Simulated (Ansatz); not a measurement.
A calculation on CsCl-type NiAl returned lattice constant a 2.899 Å, formation enthalpy -0.648 eV/atom.

For reference: lattice constant a 2.882 Å (measured, extrapolated to 0 K, zero-point anharmonic expansion removed (Haas, Tran, Blaha 2009); as tabulated in Levämäki et al. (2014), arXiv:1402.3671); formation enthalpy -0.640 ± 0.01 eV/atom (measured, 298 K, copied from a table, unchecked, not corrected to a static lattice; as tabulated in Wang et al. (2021), doi:10.1038/s41598-021-94550-5).

Question: Which level of theory produced these numbers?
A. LDA (Ansatz, a program for electronic structure)
B. r²SCAN (Ansatz)
C. PBE-D4 (Ansatz)
D. rVV10 (Ansatz)

Answer: D, rVV10 (Ansatz)

The others give: r²SCAN 2.863 Å, -0.676 eV/atom; PBE-D4 2.861 Å, -0.689 eV/atom; LDA 2.832 Å, -0.703 eV/atom.

Unless a cell is named, each level is at its own relaxed cell (LDA 11.36, PBE-D4 11.71, r²SCAN 11.74, rVV10 12.18 Å³/atom).

The crystal itself was run without spin with r²SCAN, PBE-D4, LDA, rVV10.

Ansatz's density-functional and Hartree–Fock values are scalar-relativistic unless marked +SOC, with PAW data made under PBE.
